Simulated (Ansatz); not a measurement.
The starting structures come from a database of crystals and need not be the phases stable at ambient conditions.

Evanescent states of MgTe (F-43m, zinc blende, not sure to be the ambient phase, 2 atoms a cell, 33.8 Å³ an atom) along the normal of (111)

Method: PBEsol (plane waves, PAW; Ansatz, a first-principles code).

The gap is the functional's own. No spin-orbit coupling. Mid-gap values are interpolated on the energy grid.

Energies count from the valence-band top; κ is the least over a 12×12 mesh across the current.

```json
[
 {"E (eV)": "0.06", "κ (1/Å)": "0.048", "where": "Γ"},
 {"E (eV)": "0.18", "κ (1/Å)": "0.081", "where": "Γ"},
 {"E (eV)": "0.30", "κ (1/Å)": "0.101", "where": "Γ"},
 {"E (eV)": "0.42", "κ (1/Å)": "0.116", "where": "Γ"},
 {"E (eV)": "0.54", "κ (1/Å)": "…", "where": "Γ"},
 {"E (eV)": "0.66", "κ (1/Å)": "…", "where": "Γ"},
 {"E (eV)": "0.78", "κ (1/Å)": "…", "where": "Γ"},
 {"E (eV)": "0.90", "κ (1/Å)": "…", "where": "Γ"},
 {"E (eV)": "1.02", "κ (1/Å)": "…", "where": "Γ"},
 {"E (eV)": "1.14", "κ (1/Å)": "…", "where": "Γ"},
 {"E (eV)": "1.26", "κ (1/Å)": "…", "where": "Γ"},
 {"E (eV)": "1.38", "κ (1/Å)": "…", "where": "Γ"},
 {"E (eV)": "1.50", "κ (1/Å)": "…", "where": "Γ"},
 {"E (eV)": "1.62", "κ (1/Å)": "…", "where": "Γ"},
 {"E (eV)": "1.74", "κ (1/Å)": "…", "where": "Γ"},
 {"E (eV)": "1.86", "κ (1/Å)": "0.120", "where": "Γ"},
 {"E (eV)": "1.98", "κ (1/Å)": "0.106", "where": "Γ"},
 {"E (eV)": "2.10", "κ (1/Å)": "0.087", "where": "Γ"},
 {"E (eV)": "2.22", "κ (1/Å)": "0.056", "where": "Γ"}
]
```

Q: Some entries are withheld; supply them.

A: 
- 0.54, κ (1/Å): 0.127
- 0.66, κ (1/Å): 0.136
- 0.78, κ (1/Å): 0.142
- 0.90, κ (1/Å): 0.147
- 1.02, κ (1/Å): 0.149
- 1.14, κ (1/Å): 0.150
- 1.26, κ (1/Å): 0.150
- 1.38, κ (1/Å): 0.148
- 1.50, κ (1/Å): 0.144
- 1.62, κ (1/Å): 0.138
- 1.74, κ (1/Å): 0.130
